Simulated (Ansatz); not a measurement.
The parent structure is Pd in the fcc (Cu type) structure (space group Fm-3m, No. 225; a = 3.878 Å; relaxed with 0.1 eV smearing). Axes: x, y, z lie along the cube axes.

Computed with Kohn–Sham DFT with the PBEsol functional, run in Ansatz (a first-principles code) with PAW and 420 eV plane waves, scalar-relativistic without spin-orbit coupling, earlier PAW set.

Strains are applied to the cell and any free atomic positions relax; under biaxial strain the out-of-plane vector relaxes too.

One change was made to it. Results:

The energy rises by 1.5 meV/atom; the pressure (mean of the normal stresses, compression positive) goes from zero to -2.3 GPa; the shortest interatomic distance stays 2.742 Å.

Name the change that was made.
A) uniaxial strain ε_yy = +0.81 %
B) biaxial strain −0.80 %, plane normal [110], relaxed out of plane
C) uniaxial strain ε_yy = +1.16 %
D) isotropic strain +4.47 %
E) tensor shear ε_yz = −0.60 %

C, uniaxial strain ε_yy = +1.16 %. For comparison, the pressure in the other runs: biaxial strain −0.80 %, plane normal [110], relaxed out of plane gives 1.6 GPa; uniaxial strain ε_yy = +0.81 % gives -1.6 GPa; tensor shear ε_yz = −0.60 % gives 0.0 GPa; isotropic strain +4.47 % gives -18.5 GPa.

No phonon test of stability was made. All final runs are without spin polarisation. Pd lies near a magnetic instability that expansion can trigger; it was not tested.
